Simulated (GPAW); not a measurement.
Worked example: self-consistent single point of KMgF3 (Pm-3m, 5 atoms in the cell) in GPAW.

Method of the run: PBE, GPAW PAW datasets PBE (gpaw-data 1.0.1) (plane waves; GPAW 25.7.0).

The change in words: lattice scaled by 0.98. Reference geometry:
```
CELL_PARAMETERS angstrom
      3.99000     0.00000     0.00000
      0.00000     3.99000     0.00000
      0.00000     0.00000     3.99000
ATOMIC_POSITIONS crystal
  K  0.00000 0.00000 0.00000
  Mg 0.50000 0.50000 0.50000
  F  0.50000 0.00000 0.50000
  F  0.00000 0.50000 0.50000
  F  0.50000 0.50000 0.00000
```

Reference input (self-consistent single point, DFT PBE, plane waves, GPAW PAW datasets PBE (gpaw-data 1.0.1)): mode = pw; ecut = 950 eV; xc = PBE; kpts = 4 4 4; mesh shift (steps) = 0 0 0; occupations.name = fermi-dirac; occupations.width = 0.05 eV; nbands = -8; convergence.density = 1e-05 e/electron; convergence.bands = -6; symmetry.symmorphic = false; symmetry.tolerance = 0.0005. This run's input differs from it in these lines:

```diff
@@ -5,10 +5,10 @@
 atoms = Atoms(['K', 'Mg', 'F', 'F', 'F'],
-              cell=[[3.990000, 0.000000, 0.000000],
-                    [0.000000, 3.990000, 0.000000],
-                    [0.000000, 0.000000, 3.990000]],
+              cell=[[3.910200, 0.000000, 0.000000],
+                    [0.000000, 3.910200, 0.000000],
+                    [0.000000, 0.000000, 3.910200]],
               positions=[[0.000000, 0.000000, 0.000000],
-                         [1.995000, 1.995000, 1.995000],
-                         [1.995000, 0.000000, 1.995000],
-                         [0.000000, 1.995000, 1.995000],
-                         [1.995000, 1.995000, 0.000000]],
+                         [1.955100, 1.955100, 1.955100],
+                         [1.955100, 0.000000, 1.955100],
+                         [0.000000, 1.955100, 1.955100],
+                         [1.955100, 1.955100, 0.000000]],
               pbc=True)
```

The program printed (abridged):

```
     iter     time        total  log10-change:
                         energy   eigst   dens
iter:   1 --:--:--   -25.890463   +0.41
iter:   2 --:--:--   -25.568155   -0.17  -1.25
iter:   3 --:--:--   -24.560221   -0.10  -1.30
iter:   4 --:--:--   -24.563804   -0.44  -1.53
iter:   5 --:--:--   -24.654174   -0.97  -1.63
iter:   6 --:--:--   -24.577368   -1.19  -2.03
iter:   7 --:--:--   -24.577989   -2.08  -2.66
iter:   8 --:--:--   -24.576200c  -3.03  -2.64
iter:   9 --:--:--   -24.576519c  -3.56  -2.74
iter:  10 --:--:--   -24.576409c  -4.20  -3.08
iter:  11 --:--:--   -24.576396c  -4.85  -3.21
iter:  12 --:--:--   -24.576416c  -4.92  -3.28
   [... 4 lines left out ...]
iter:  17 --:--:--   -24.576399c  -5.96  -4.29
iter:  18 --:--:--   -24.576398c  -6.87  -4.52
iter:  19 --:--:--   -24.576399c  -6.11  -4.67
iter:  20 --:--:--   -24.576398c  -6.53  -4.45
iter:  21 --:--:--   -24.576398c  -7.65c -4.78
iter:  22 --:--:--   -24.576398c  -7.73c -4.88
iter:  23 --:--:--   -24.576398c  -7.36  -4.92
iter:  24 --:--:--   -24.576398c  -7.56c -4.91
iter:  25 --:--:--   -24.576398c  -8.28c -5.05c
Converged after 25 iterations.

Dipole moment: (0.000000, 0.000000, 0.000000) |e|*Ang

Energy contributions relative to reference atoms: (reference = -29974.140463)

Kinetic:        +31.536631
Potential:      -26.778410
External:        +0.000000
XC:             -28.625725
Entropy (-ST):   -0.000000
Local:           -0.708894
SIC:             +0.000000
--------------------------
Free energy:    -24.576398
Extrapolated:   -24.576398

Showing only first 2 kpts
 Kpt  Band  Eigenvalues  Occupancy
  0    18      0.67245    2.00000
  0    19      0.67245    2.00000
  0    20      8.77032    0.00000
  0    21     11.14009    0.00000

  1    18      0.55192    2.00000
  1    19      0.55192    2.00000
  1    20      9.81940    0.00000
  1    21     11.66807    0.00000

Fermi level: 3.44755

Gap: 7.779 eV
Transition (v -> c):
   [... lines left out ...]
Direct gap: 8.098 eV
   [... lines left out ...]
Energy (eV): -24.576398

Forces in eV/Ang:
  0 K     0.00000    0.00000    0.00000
  1 Mg   -0.00000    0.00000   -0.00000
  2 F     0.00000   -0.00000    0.00000
  3 F    -0.00000    0.00000    0.00000
  4 F     0.00000   -0.00000    0.00000

Stress tensor:
    -0.049308     0.000000     0.000000
     0.000000    -0.049308     0.000000
     0.000000     0.000000    -0.049308
Stress (GPa, Voigt): [-7.9 -7.9 -7.9  0.   0.   0. ]
```

The run converged in 25 iterations. GPAW prints stress with tension positive. Against the reference run the free energy rises by 29.2 meV/atom and the gap on the mesh goes from 7.306 to 7.779 eV.

At such cutoffs GPAW's stress carries a finite-basis (Pulay) error, which enters relaxed cells too; its log prints stress with tension positive.

The starting cell has typed, rounded lattice constants, without a prior relaxation at this level. For this run, on top of that: lattice scaled by 0.98.
